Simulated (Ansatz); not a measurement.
MgO under load (space group I4/mmm), r2SCAN, rigid bands run with Ansatz (a first-principles code). Condition of this run: uniaxial stress zz = 2 GPa (compression positive) (the target of the relaxation). Band gap 5.72 eV, N_c = 5.84e18 cm⁻³ and N_v = 2.32e20 cm⁻³ at 300 K, conductivity masses along y (a = (0.00, 2.11, 2.09) Å; b = (2.11, 0.00, 2.09) Å; c = (2.11, 2.11, 0.00) Å) of 0.372 mₑ (electrons) and 2.28 mₑ (holes). Take k_BT = 0.02585 eV.

**Question.** A film of it is 8 nm thick, with its normal along the direction named. Estimate the confinement energies in an infinite well.

**Answer.** ħ²π²/(2m t²) = 0.376 eV·nm²/(m/mₑ × t²) gives 15.8 meV for electrons and 2.58 meV for holes, so the gap would widen to about 5.74 eV. Finite barriers and nonparabolic bands lower this, and with several valleys or bands the heaviest mass along the normal sets the lowest level, not this average.

**Question.** What thermal injection velocity √(2k_BT/πm) limits a ballistic channel along the direction named?

**Answer.** 8.82e6 cm/s for electrons and 3.56e6 cm/s for holes, a ratio of √(m_h/m_e) = 2.48, for dilute carriers.

**Question.** Find the intrinsic carrier density and the intrinsic Fermi level.

**Answer.** n_i = √(N_c N_v) exp(−E_g/2k_BT) = 3.68e19 × exp(−110.63) = 3.3e-29 cm⁻³. The level lies (k_BT/2) ln(N_v/N_c) = 48 meV from mid-gap (positive towards the conduction band). Each 0.1 eV added to the gap lowers n_i by a factor of 6.9.

Rigid bands with the computed gap; masses take one relaxation time for all states. Spin-orbit coupling is left out.
